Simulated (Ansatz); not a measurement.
Worked example: self-consistent single point of Cr3B4 (Immm, 7 atoms in the cell) in Ansatz (a program for electronic structure).

Method: PBEsol, default PAW files made with PBE (plane waves; Ansatz).

```
CELL_PARAMETERS angstrom
     -1.47600     1.49300     6.51000
      1.47600    -1.49300     6.51000
      1.47600     1.49300    -6.51000
ATOMIC_POSITIONS crystal
  Cr 0.18610 0.18610 0.00000
  Cr 0.81390 0.81390 0.00000
  B  0.36070 0.36070 0.00000
  B  0.63930 0.63930 0.00000
  Cr 0.00000 0.50000 0.50000
  B  0.43510 0.93510 0.50000
  B  0.56490 0.06490 0.50000
```
Moments meant for the start (each program seeds them in its own way; μB, in the order of the atoms Cr Cr B B Cr B B): 3.0 3.0 0.0 0.0 3.0 0.0 0.0.

Reference input (self-consistent single point, DFT, PBEsol, plane waves, default PAW files made with PBE): basis.ecutwfc = 420 eV; kpoints.mp_grid.grid = 8 8 8; hamiltonian.xc = pbesol; hamiltonian.pseudopotentials = {kind: paw} (the program's default PAW files); magnetization.spin_polarized = true; scf.occupations.method = cold; scf.occupations.width = 0.1 eV. This run's input differs from it in these lines:

Ansatz 0.2 input:
```diff
@@ -15,3 +15,3 @@
 basis:
-  ecutwfc: 420.0 eV
+  ecutwfc: 250.0 eV
 kpoints:
```

Log, with long lists cut:

```
SCF iter   1: F=—  HF=-10675.296211 eV  |F-HF|=—  |Δ(HF+E_count)|=         —  Δρ=3.06e-1 (↑3.06e-1 ↓7.88e-2)  dr2=6.18e1  dr2_m=1.40e1  M=0.940 μB ∫|m|=1.240 μB  β_m=0.30  ethr=3.10e-3  ⟨swp⟩=5.8  Hψ=26599  notcnv=0
Mixer restart at iter 1: flushing history
all-band conjugate gradients solve this SCF's bands
preconditioner: auto → Kerker (q_TF=auto, 2.701 Å⁻¹)
spin=Collinear: Kerker preconditioning applied to the charge; magnetization (m = ρ↑ − ρ↓) channel mixes plain (no charge-response kernel on spin).
   [... lines left out ...]
SCF iter  19: F=—  HF=-10655.995129 eV  |F-HF|=—  |Δ(HF+E_count)|=  1.73e-10  S|Δr|=    0.00e0  Δρ=6.10e-7 (↑2.21e-7 ↓6.10e-7)  dr2=2.68e-10  dr2_m=7.76e-11  M=-0.000 μB ∫|m|=0.000 μB  β_m=0.94  ethr=1.01e-11  ⟨swp⟩=2.0  Hψ=13318  notcnv=0
SCF iter  20: F=-10655.995129 eV  HF=-10655.995129 eV  |F-HF|=2.46e-10  |Δ(HF+E_count)|=  7.09e-11  S|Δr|=    0.00e0  Δρ=4.00e-7 (↑4.00e-7 ↓1.34e-7)  dr2=2.67e-10  dr2_m=1.49e-11  M=-0.000 μB ∫|m|=0.000 μB  ethr=1.00e-12  ⟨swp⟩=1.9  Hψ=9380  notcnv=0
SCF 1 converged in 20 iterations: F = -10655.995129 eV  dr2 = 2.67e-10
WARN: the starting moments were not kept: the SCF closed with an absolute magnetisation of 2.0e-5 μB, where they sum to 9 μB in size (3 sites) …
   [... lines left out ...]
Absolute magnetization: 0.0000 μB (∫|ρ↑−ρ↓|, with the PAW one-centre terms)
Free energy (F): -10655.995129 eV
Fermi energy:    17.160236 eV
   [... lines left out ...]
  atom   7  B      0.00000000     0.00000000     0.90479302
--- Stress (GPa, compression-positive) ---
      -18.417089       0.000000       0.000000
        0.000000     -24.552626       0.000000
        0.000000       0.000000     -11.566754
  P = ⅓ Tr σ = -18.1788 GPa (-181.788 kbar)
  The stress holds the Pulay correction. Without it, at fixed plane waves, as pw.x and ABINIT print it: P = -101.5782 GPa
```

The run converged in 20 iterations. Against the reference run the free energy rises by 813 meV/atom, the pressure goes from -14.62 to -18.18 GPa and the largest force goes from 0.740 to 1.021 eV/Å.

The starting cell comes from a database of published, mostly measured structures (it also holds non-ambient and calculated ones), without a prior relaxation at this level. The starting moments vanished: the run ended non-magnetic, which need not be the lowest state. The program warned that a starting moment was not kept. Forces in this geometry exceed 1 eV/Å. Ansatz's pressure includes its estimate of the finite-basis (Pulay) stress. Without the estimate this run gives -101.58 GPa. The cutoff lies below the one recommended for these files.

Cost on one core of a shared machine: roughly 40 s.
